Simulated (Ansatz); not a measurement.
This concerns the formation energy of Rh_Al in Al (fcc, Fm-3m). Reaction: 63 Al (fcc) + Rh (fcc) → cell A.

Cell A: a supercell of 64 sites of Al (fcc, Fm-3m) with Rh on an Al site (12 Al at 2.81 Å); spin state with PBE: run without spin, k-point mesh 4×4×4.
```
CELL_PARAMETERS angstrom
     11.42999     0.00000     0.00000
      5.71499     9.89866     0.00000
      5.71499     3.29955     9.33255
ATOMIC_POSITIONS crystal
  Al 0.00000 0.00000 0.00000
  Al 0.00000 0.00000 0.25034
  Al 0.00000 0.00000 0.50000
  Al 0.00000 0.00000 0.74966
  Al 0.00000 0.25034 0.00000
  Al 0.99837 0.25085 0.25085
  Al 0.99837 0.25085 0.49992
  Al 0.00000 0.25034 0.74966
  Al 0.00000 0.50000 0.00000
  Al 0.99837 0.49992 0.25085
  Al 0.00000 0.50000 0.50000
  Al 0.00163 0.50008 0.74915
  Al 0.00000 0.74966 0.00000
  Al 0.00000 0.74966 0.25034
  Al 0.00163 0.74915 0.50008
  Al 0.00163 0.74915 0.74915
  Al 0.25034 0.00000 0.00000
  Al 0.25085 0.99837 0.25085
  Al 0.25085 0.99837 0.49992
  Al 0.25034 0.00000 0.74966
  Al 0.25085 0.25085 0.99837
  Al 0.25000 0.25000 0.25000
  Al 0.25085 0.25085 0.49992
  Al 0.24870 0.24870 0.75130
  Al 0.25085 0.49992 0.99837
  Al 0.25085 0.49992 0.25085
  Al 0.25450 0.50000 0.50000
  Al 0.25450 0.50000 0.74550
  Al 0.25034 0.74966 0.00000
  Al 0.24870 0.75130 0.24870
  Al 0.25450 0.74550 0.50000
  Al 0.24870 0.75130 0.75130
  Al 0.50000 0.00000 0.00000
  Al 0.49992 0.99837 0.25085
  Al 0.50000 0.00000 0.50000
  Al 0.50008 0.00163 0.74915
  Al 0.49992 0.25085 0.99837
  Al 0.49992 0.25085 0.25085
  Al 0.50000 0.25450 0.50000
  Al 0.50000 0.25450 0.74550
  Al 0.50000 0.50000 0.00000
  Al 0.50000 0.50000 0.25450
  Rh 0.50000 0.50000 0.50000
  Al 0.50000 0.50000 0.74550
  Al 0.50008 0.74915 0.00163
  Al 0.50000 0.74550 0.25450
  Al 0.50000 0.74550 0.50000
  Al 0.50008 0.74915 0.74915
  Al 0.74966 0.00000 0.00000
  Al 0.74966 0.00000 0.25034
  Al 0.74915 0.00163 0.50008
  Al 0.74915 0.00163 0.74915
  Al 0.74966 0.25034 0.00000
  Al 0.75130 0.24870 0.24870
  Al 0.74550 0.25450 0.50000
  Al 0.75130 0.24870 0.75130
  Al 0.74915 0.50008 0.00163
  Al 0.74550 0.50000 0.25450
  Al 0.74550 0.50000 0.50000
  Al 0.74915 0.50008 0.74915
  Al 0.74915 0.74915 0.00163
  Al 0.75130 0.75130 0.24870
  Al 0.74915 0.74915 0.50008
  Al 0.75000 0.75000 0.75000
```

Reference: Al (fcc, Fm-3m), 64 atoms in the cell, a perfect crystal on lattice vectors that match the other cells', k-point mesh 4×4×4 on the run's own vectors.

Reference: Rh (fcc, Fm-3m), 1 atom in the cell; spin state with PBE: run without spin, k-point mesh 26×26×26 on the run's own vectors. Conventional cell: a = b = c = 3.8320 Å, α = β = γ = 90.00°.

All numbers come from Ansatz (a first-principles code), plane waves with PAW, its default PAW set, cutoff 420 eV, 500 eV for r2SCAN. The structures are at rest with PBE, within the held lattices; other levels are single points on them. Neutral cells; Fermi-Dirac smearing of at most 0.10 eV in the solids, energies taken to zero width. The lattices are those relaxed with PBE, so at other levels the solids can be strained, which adds to the spread. Larger cells are relaxed from a start prepared with the learned potential CHGNet, on a coarser mesh till forces fall under 0.03 eV/Å, which some starts already meet. A dispersion term (D3(BJ), or D4 for r2SCAN) was computed beside these levels and is taken off wherever the name lacks it. No zero-point or thermal terms. The structures are the rest points that the relaxations reached, not proven lowest. Values are for these cell sizes. Mesh and cell size may move defect energies by 0.1 eV or more. Cell A has symmetry Fm-3m and got no random move, so less symmetric positions, which may lie lower, weren't tried.

### Question
What is the computed value (PBE)?

### Answer
-1.85 eV, for 63 Al (fcc) + Rh (fcc) → cell A.

### Question
List the value at the remaining levels and say how far they part.

### Answer
```tsv
Functional	value (eV)	less PBE
r2SCAN	-1.86	-0.01
```

The levels span only 0.01 eV, too little to tell them apart.
